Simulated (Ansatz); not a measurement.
Worked example: self-consistent single point of PdPt (R3m, 2 atoms in the cell) in Ansatz (a first-principles code).

Level of theory: PBEsol, default PAW files made with PBE (plane waves; Ansatz).

The change in words: lattice scaled by 0.98; basis.ecutrho_ratio: default → 3. Reference geometry:
```
CELL_PARAMETERS angstrom
      1.37648     0.79471     4.53756
     -1.37648     0.79471     4.53756
      0.00000    -1.58943     4.53756
ATOMIC_POSITIONS crystal
  Pd 0.00367 0.00367 0.00367
  Pt 0.50000 0.50000 0.50000
```

Reference input (self-consistent single point, DFT, PBEsol, plane waves, default PAW files made with PBE): basis.ecutwfc = 420 eV; kpoints.mp_grid.grid = 14 14 14; hamiltonian.xc = pbesol; hamiltonian.pseudopotentials = {kind: paw} (the program's default PAW files); scf.occupations.method = fermi_dirac; scf.occupations.width = 0.1 eV. This run's input differs from it in these lines:

Ansatz 0.2 input:
```diff
@@ -2,5 +2,5 @@
   lattice:
-    - [1.37648300, 0.79471200, 4.53756500]
-    - [-1.37648300, 0.79471200, 4.53756500]
-    - [0.00000000, -1.58942600, 4.53756500]
+    - [1.34895300, 0.77881800, 4.44681400]
+    - [-1.34895300, 0.77881800, 4.44681400]
+    - [0.00000000, -1.55763700, 4.44681400]
   atoms:
@@ -10,2 +10,3 @@
   ecutwfc: 420.0
+  ecutrho_ratio: 3
 kpoints:
```

Output, abridged:

```
SCF iter   1: F=—  HF=-19290.533625 eV  |F-HF|=—  |Δ(HF+E_count)|=         —  Δρ=1.27e-2  dr2=4.85e-2  ethr=1.77e-3  ⟨swp⟩=5.1  Hψ=26086  notcnv=0
all-band conjugate gradients solve this SCF's bands
preconditioner: auto → Kerker (q_TF=auto, 2.844 Å⁻¹)
SCF iter   2: F=—  HF=-19290.527408 eV  |F-HF|=—  |Δ(HF+E_count)|=   6.22e-3  Δρ=4.91e-3  dr2=7.48e-3  ethr=1.35e-4  ⟨swp⟩=1.0  Hψ=8640  notcnv=0
SCF iter   3: F=—  HF=-19290.526079 eV  |F-HF|=—  |Δ(HF+E_count)|=   1.33e-3  Δρ=9.03e-4  dr2=2.16e-4  ethr=2.08e-5  ⟨swp⟩=2.3  Hψ=8763  notcnv=0
SCF iter   4: F=—  HF=-19290.526056 eV  |F-HF|=—  |Δ(HF+E_count)|=   2.28e-5  Δρ=1.77e-4  dr2=8.30e-6  ethr=6.00e-7  ⟨swp⟩=2.1  Hψ=9097  notcnv=0
SCF iter   5: F=—  HF=-19290.526055 eV  |F-HF|=—  |Δ(HF+E_count)|=   1.30e-6  Δρ=3.72e-5  dr2=6.95e-7  ethr=2.31e-8  ⟨swp⟩=1.1  Hψ=6507  notcnv=0
SCF iter   6: F=-19290.526055 eV  HF=-19290.526055 eV  |F-HF|=2.00e-8  |Δ(HF+E_count)|=   7.68e-8  Δρ=7.99e-6  dr2=2.94e-8  ethr=2.78e-10  ⟨swp⟩=4.8  Hψ=24222  notcnv=0
SCF 1 converged in 6 iterations: F = -19290.526055 eV  dr2 = 2.94e-8
Free energy (F): -19290.526055 eV
Internal energy: -19290.422487 eV  (E = F + TS)
E sigma→0 (E₀):  -19290.474271 eV
Entropy (-TS):   -0.103568 eV (-51.784 meV/atom)
Fermi energy:    23.304377 eV
--- Forces (eV/Å), atoms counted from 1 ---
  atom   1  Pd     0.00000000     0.00000003    -0.76756939
  atom   2  Pt     0.00000000    -0.00000003     0.76756129
--- Stress (GPa, compression-positive) ---
       15.791560       0.000000       0.000000
        0.000000      15.791560       0.000000
        0.000000       0.000000      14.141503
  P = ⅓ Tr σ = 15.2415 GPa (152.415 kbar)
  The stress holds the Pulay correction, which leaves out the density cutoff's part. Without it, at fixed plane waves, as pw.x and ABINIT print it …
settings of this run that can trade accuracy for cost: basis.ecutrho_ratio < 4. Do not mix this run's numbers with those of runs without the same settings …
```

The run converged in 6 iterations. Against the reference run the free energy goes up by 34.3 meV/atom, the pressure goes from -1.63 to 15.24 GPa and the largest force goes from 0.577 to 0.768 eV/Å. The full log also holds: “WARN basis.ecutrho_ratio = 3 (ecutrho = 1260 eV) is below the records' recommended cutoff”.

The starting cell comes from a database of computed structures (which also holds hypothetical and non-ambient phases and stackings), without a prior relaxation at this level. Its lattice was rescaled by up to half a per cent. One atom was moved a little off its site on purpose. For this run, on top of that: lattice scaled by 0.98. Spin polarisation is off. Ansatz's pressure includes its estimate of the finite-basis (Pulay) stress. The cutoff lies below the one recommended for these files.
